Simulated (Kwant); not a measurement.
Device: armchair graphene ribbon with Haldane second-neighbour hopping. 21 dimer lines, bond 0.142 nm, hopping 2.7 eV, scattering region 4.4 nm long; sites with one neighbour are removed; energy swept from -1.226 to 1.226 eV from the neutrality point. Staggered potential ±Δ on the two sublattices, Δ = 0.066 eV. Second-neighbour term iλ/(3√3) ν with λ = 0.58 eV, a model term that the material doesn't have.

The device is made up for the run: typed textbook-type constants, with dimensions and the other settings drawn at random.

Kwant, nearest-neighbour tight-binding model of a honeycomb sheet with an imaginary second-neighbour term, one spin, coherent transport at 0 K. Conductance is in e²/h.

### Question
Is the sheet in its topological phase, how wide is its bulk gap, and what conductance is due inside it?

### Answer
At the two valleys the masses are λ ± Δ = 0.646 and 0.514 eV; the bulk gap is 2|λ − Δ| = 1.03 eV. λ > Δ, so the phase is topological, with edge channels that give G = 1. Simulated at 0.204 eV: 1.00 e²/h.
